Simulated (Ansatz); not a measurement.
Base system: Ta₂N in the anti-CdI2 type structure (space group P-3m1, No. 164).

```xyz
3
Lattice="3.0749 0.0000 0.0000 -1.5375 2.6630 0.0000 0.0000 0.0000 4.8509" Properties=species:S:1:pos:R:3 pbc="T T T"
N      0.0000     0.0000     0.0000
Ta     0.0000     1.7753     1.2426
Ta     1.5375     0.8877     3.6083
```

Cartesian axes are those of the cell as printed.

Method: PBE-D3(BJ) in Ansatz (plane waves to 420 eV, PAW, no SOC).

Now apply this change: the cell is scaled by 0.9798 in all directions, atoms relaxed at fixed cell.

### Question
Predict the stress tensor and what it implies for the stiffness.

### Answer
Stress of the strained cell less that of the base (GPa, compression positive):
```
   19.7     0.0     0.0
    0.0    19.7     0.0
    0.0     0.0    21.1
```

Then B = −ΔP/(ΔV/V₀) with ΔV/V₀ = -0.0594 gives secant stiffness values (nonlinear terms included at this strain): B (at held cell shape, above the free-shape value) ≈ 340 GPa.

As a check, the harmonic strain energy −½ V₀ Δσ:ε is 51 meV/atom; the computed energy rise is 47 meV/atom.

No phonon test of stability was made. The final runs are not spin-polarised. An odd electron count without spin: Ta2N.

Ansatz is a first-principles code.
